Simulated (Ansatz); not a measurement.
The starting structures come from a database of crystals and need not be the phases stable at ambient conditions.

The decay constant κ of evanescent states in the gap governs leakage through a thin film.

Given:

```
Si
1.0
    3.84928     0.00000     0.00000
   -1.92464     3.33357     0.00000
    1.92464     1.11119     3.04863
Si
2
Direct
  0.50000   0.75000   0.75000
  0.00000   0.00000   0.00000
```

The cell is strained (lengths along the current scaled by 0.97, ions clamped); by r2SCAN it stands under a pressure of 3.3 GPa.

Transport runs along the normal of the first two printed cell vectors, the (111) (indices of the unstrained crystal) plane of the conventional cell.

The gap is the functional's own. No spin-orbit coupling. Mid-gap values are those at the computed energy nearest the middle.

### Question
Predict the band gap and the smallest decay constant κ at mid-gap from Ansatz (a quantum-chemistry and plane-wave program) with r2SCAN.

### Answer
Gap 0.65 eV on a 12×12×12 mesh; κ = 0.096 1/Å, at the zone centre.
